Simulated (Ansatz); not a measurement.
Base system: MoSe$_{2}$ in the 2H-MoS2 type structure (space group P6_3/mmc, No. 194; a = 3.277 Å, c = 12.732 Å; layered, stacked along the Cartesian z axis). Axes: x lies along a and z along c of the hexagonal cell.

One thing is altered: compressive biaxial strain of 4.75 % in the plane normal to [001], as in epitaxy on a mismatched substrate; the out-of-plane cell vector and the atoms relax.

Computed with PBE-D3(BJ) in Ansatz (plane waves to 420 eV, PAW, spin-orbit coupling left out).

Base, band edges from the VBM (valence, conduction): K -0.29, 1.17; H -0.43, 1.17; M -0.87, 1.56; L -1.03, 1.58; A -0.16, 2.48; Γ 0.00, 2.47 eV.

Give the band edges at the high-symmetry points of the new zone, measured from its valence-band maximum.


```
point  valence edge (eV)  conduction edge (eV)
-----  -----------------  --------------------
Γ                  -0.22                  3.22
M                  -0.14                  2.18
K                   0.00                  1.42
A                  -0.44                  3.23
L                  -0.31                  2.43
H                  -0.17                  1.98
```

The gap is 0.70 eV, indirect, K → K–Γ (44 % along).

Whether these cells are dynamically stable was not tested.

Ansatz is a first-principles code.
